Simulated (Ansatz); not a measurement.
The parent structure is BiB in the zinc blende structure (space group F-43m, No. 216; a = 5.456 Å; a hypothetical phase, not in the database extracts checked). Axes: x, y, z lie along the cube axes.

Modification: uniaxial stress, 3 GPa compression along x, with the cell and atoms free to relax against it.

Levels (all Ansatz, a first-principles code, PAW): PBEsol (420 eV, no spin-orbit coupling); PBEsol+SOC (420 eV, noncollinear with spin-orbit coupling).

The geometry is relaxed with PBEsol.

| Item | Value |
|---|---|
| PBEsol valence-band top at Γ | 0.00, -0.27, -0.27 eV |
| PBEsol smallest direct gap | 0.35 eV |
| PBEsol lowest conduction level above the VBM at special points | N 0.30 eV; Γ 0.35 eV; M 0.41 eV; X 0.72 eV |

With PBEsol+SOC at the same geometry, the valence-band top at Γ (three highest Kramers pairs, from the VBM) changes from 0.00, -0.27, -0.27 eV to 0.00, -0.17, -1.45 eV; the smallest direct gap falls by 0.098 eV to 0.26 eV; the lowest conduction level above the VBM at special points changes from N 0.30 eV; Γ 0.35 eV; M 0.41 eV; X 0.72 eV to N 0.21 eV; Γ 0.26 eV; M 0.32 eV; X 0.63 eV.

Single points use the geometry relaxed with PBEsol. Differences between runs with and without spin-orbit coupling are approximate. With Bi present, leaving out spin-orbit coupling can change the band edges. Load acts through the strain it causes; cell and atoms are relaxed under it. Beyond what the load breaks, stability against distortions was not tested. The zero or small gap of BiB under uniaxial stress, 3 GPa compression along x can change with the level of theory. k-point labels follow each cell's own Brillouin zone.
